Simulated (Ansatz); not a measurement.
GeSb₄Te₇ (P-3m1, No. 164, 12 atoms in the cell; start mp-29641)

Method: HSE06+SOC (Ansatz, a quantum-chemistry and plane-wave program, PAW).

Numerical settings: plane-wave cutoff 460 eV, 6×6×1 k mesh (along the axes of the cell as run), Fermi–Dirac smearing 0.01 eV, PAW data made under PBE.

Cell (relaxed with PBE-D3(BJ)):

GeSb₄Te₇ is taken in the trigonal space group P-3m1 (No. 164), Pearson symbol hP12. Lattice parameters: a = b = 4.2588 Å, c = 23.3472 Å, α = β = 90.00°, γ = 120.00°. Ge on 1b is coordinated by 6 Te at 2.968 Å (octahedral). Sb1 on 2d is surrounded by 6 Te at 3.001–3.149 Å (octahedral). Sb2 on 2d has 3 Te at 2.999 Å and 3 Te at 3.162 Å (octahedral). Te1 on 2d has 3 Sb at 3.001 Å (trigonal pyramidal). Te2 on 2c is surrounded by 3 Sb at 2.999 Å (trigonal pyramidal). Te3 on 2d sees 3 Ge at 2.968 Å and 3 Sb at 3.162 Å (octahedral). Te4 on 1a is coordinated by 6 Sb at 3.149 Å (octahedral). (Neighbours: up to the widest gap in distance over summed covalent radii, below 1.35, at either atom.)

```
Property             Value
--------  ----------------
band gap  0.08 eV (direct)
```

Note: cell and atoms aren't relaxed at this level (largest force component 0.31 eV/Å, pressure 0.8 GPa).

The result took around 2.8 core-hours (rough).

A start named mp-… is a Materials Project structure, which need not be a measured phase.
